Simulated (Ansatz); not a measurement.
# InAs: response to strain

Start from InAs in the zinc blende structure (space group F-43m, No. 216; a = 6.0261 Å).

Strains are applied to the cell and any free atomic positions relax.

Calculations: LDA (Ansatz, a quantum-chemistry and plane-wave program; PAW; 420 eV plane waves; without spin-orbit coupling).

Notes on the quantities. energy relative to the base: free energy F.

```csv
isotropic strain (%),energy relative to the base (meV/atom)
-3,46.6
-2,19.9
-1.5,11.0
-1,?
-0.5,1.2
0,0.0
0.5,1.1
1.5,9.8
2,17.2
```

**Question.** Fit ΔE = Aε² + Bε³ (ε in %) to the rows shown and predict the withheld row.

**Answer.** Least squares on the printed values gives A = 4.64 and B = -0.18 meV/atom (largest residual 0.1 meV/atom); this predicts 4.8 meV/atom, and the run gives 4.8 meV/atom, in agreement.

The mesh was chosen for an insulator and is coarse for the gapless case. Whether these cells are dynamically stable was not tested. All final runs are without spin polarisation.
